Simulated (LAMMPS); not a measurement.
MD of Cu (fcc) at zero pressure, 864 atoms, as a liquid; each row is its own run.

Level of theory: classical MD, pair style meam, file AlSiMgCuFe.meam (LAMMPS).

```
T (K)  D(Cu) (cm²/s)
-----  -------------
750          7.51e-6
950          1.57e-5
1220         3.57e-5
1360         4.64e-5
1490         5.80e-5
1700         7.53e-5
1770         7.92e-5
1900         9.55e-5
2170        0.000132
```

Task: Fit an Arrhenius law, ln y = a + b / x, to these rows (x is the first column, y the second) and predict the run at x = 1090.

Result: Least squares gives a = -7.5619 and b = -3244. The slope times kB gives an activation energy of 0.28 eV. At x = 1090 the fit predicts 2.65e-5 cm²/s. The run itself gave (2.4 ± 0.1) × 10^-5 cm²/s, so the fit is 9.5 % high.

Caution (rows 750; 950; 1090): this liquid lies under the melting point of about 1190 K that MEAM AlSiMgCuFe.meam gives, so it is undercooled.

Errors of D are the spread over four groups of atoms in one short run; a floor of about 5 %, a picked value, is safer.
